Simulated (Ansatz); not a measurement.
C (P6_3/mmc) under biaxial stress in the c plane (compression positive): electron conductivity mass by PBE, rigid bands (plane waves, PAW, scalar-relativistic; Ansatz, a program for electronic structure). The unloaded cell, whose axes the loads refer to:

```cif
data_C4
_chemical_formula_sum 'C4'
_space_group_name_H-M_alt 'P63/mmc'
_space_group_IT_number 194
_space_group_name_Hall '-P 6c 2c'
_cell_length_a 2.49882
_cell_length_b 2.49882
_cell_length_c 4.16086
_cell_angle_alpha 90.000
_cell_angle_beta 90.000
_cell_angle_gamma 120.000
loop_
_atom_site_label
_atom_site_type_symbol
_atom_site_symmetry_multiplicity
_atom_site_Wyckoff_symbol
_atom_site_fract_x
_atom_site_fract_y
_atom_site_fract_z
_atom_site_occupancy
C1 C 4 f 0.66667 0.33333 0.06280 1
```

| biaxial stress in the c plane (compression positive) (GPa) | volume per atom (Å³) | electron conductivity mass (mₑ) |
|---|---|---|
| -44 | 6.08 | 0.401 |
| -11 | 5.72 | 0.387 |
| 0 | 5.63 | ? |
| 11 | 5.54 | 0.380 |
| 22 | 5.45 | 0.377 |
| 33 | 5.38 | 0.375 |

Problem. Fit a straight line to ln(electron conductivity mass) against the load over the rows given, and predict the row at 0 GPa.

Solution. The means are x̄ = 2.200 GPa and ȳ = -0.9574; Σ(x − x̄)(y − ȳ) = -3.291 and Σ(x − x̄)² = 3727, so the slope is -0.0883 % per GPa, and the rows given lie within 0.38 % of the line. At 0 GPa the line gives 0.385 mₑ; the calculation gives 0.384 mₑ, 0.16 % from it.

Masses are for dilute carriers at 300 K, harmonic means over directions unless an axis is named. Spin-orbit coupling is left out. Stresses and pressures are the targets of the relaxation. The structure type is held at every load. Geometry: cell and atoms relaxed with PBEsol.
